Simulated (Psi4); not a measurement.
Psi4 1.11, WB97X/def2-svp: F[C]1C(F)=C(F)C1(F)F, charge +1, multiplicity 1, 9 atoms. The geometry is a generated start, not checked to be a minimum at this level.

| Item | Value |
|---|---|
| task | energy |
| method | wb97x |
| basis | def2-svp |
| memory | 3 GB |
| maxiter | 100 |
| keys of the molecule block | symmetry c1 |
| scf_type | df (default) |
| e_convergence | 1e-06 (default) |
| d_convergence | 1e-06 (default) |
| dft_radial_points | 75 (default) |
| dft_spherical_points | 302 (default) |
| basis functions | 126 |
| grid points | 191090 |

```xyz
9

F     -0.1281     2.2495     0.4277
C      0.0331     1.0208     0.1917
C      1.1367     0.2141    -0.1410
F      2.3848     0.4483    -0.2994
C      0.3496    -0.9476    -0.2396
F      0.5783    -2.1523    -0.5366
C     -0.9573    -0.1834     0.1320
F     -1.5194    -0.5231     1.2759
F     -1.8777    -0.1262    -0.8107
```

Charge 1 and multiplicity 1 are set for this test and not shown to be the ground state.

With the defaults (diis = true, scf_initial_accelerator = adiis, damping_percentage = 0, guess = auto, which took SAD, diis_max_vecs = 10, diis_start = 1, soscf = false, soscf_start_convergence = 0.01) it converges in 8 SCF iterations. One run each on 2 threads, with these changes:
- soscf = true, soscf_start_convergence = 0.1
- damping_percentage = 60
- guess = core
- diis = false, scf_initial_accelerator = none, damping_percentage = 60
- diis_start = 4
- guess = huckel
- guess = sap
- diis_max_vecs = 6
- guess = sapgau

Task: Name the settings that don't reach the solution of the defaults.

Result: No convergence: diis = false, scf_initial_accelerator = none, damping_percentage = 60 (the run ends without SCF convergence in 100 iterations). The rest reach the solution of the defaults.

| setting | SCF iterations | JK calls | end |
|---|---|---|---|
| soscf = true, soscf_start_convergence = 0.1 | 5 | 16 | same solution |
| the defaults | 8 | 9 | same solution |
| diis_max_vecs = 6 | 9 | 10 | same solution |
| guess = sapgau | 9 | 9 | same solution |
| guess = sap | 10 | 10 | same solution |
| guess = huckel | 10 | 22 | same solution |
| diis_start = 4 | 11 | 12 | same solution |
| guess = core | 14 | 14 | same solution |
| damping_percentage = 60 | 59 | 60 | same solution |
| diis = false, scf_initial_accelerator = none, damping_percentage = 60 | 100 | 101 | no convergence |

An SOSCF iteration holds several JK calls; a Hückel guess adds calls on atoms.
